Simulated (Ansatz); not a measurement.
Input:

A slab with vacuum along the third vector:

```yaml
crystal:
  lattice:
    - [3.56286, 0.00000, 0.00000]
    - [0.00000, 5.03865, 0.00000]
    - [0.00000, 0.00000, 27.00000]
  atoms:
    - { symbol: Pb, position: [0.50000, 0.50000, 0.31201] }
    - { symbol: Pb, position: [0.00000, 0.00000, 0.36500] }
    - { symbol: Pb, position: [0.50000, 0.50000, 0.43463] }
    - { symbol: Pb, position: [0.00000, 0.00000, 0.50000] }
    - { symbol: Pb, position: [0.50000, 0.50000, 0.56537] }
    - { symbol: Pb, position: [0.00000, 0.00000, 0.63500] }
    - { symbol: Pb, position: [0.50000, 0.50000, 0.68799] }
```

Slab: 7 atoms, 10.7 Å thick at the start; k 11x8x1, smearing 0.1 eV, dipole-corrected; all atoms relaxed; held to the start's symmetry, so lower structures may exist; no spin, no spin-orbit, no U.

Question: What surface energy (mean of both faces) does PBE (Ansatz, a quantum-chemistry and plane-wave program) give?

Answer: 0.34 J/m²

Question: What is the computed work function of the top face (PBE)?

Answer: 3.73 eV
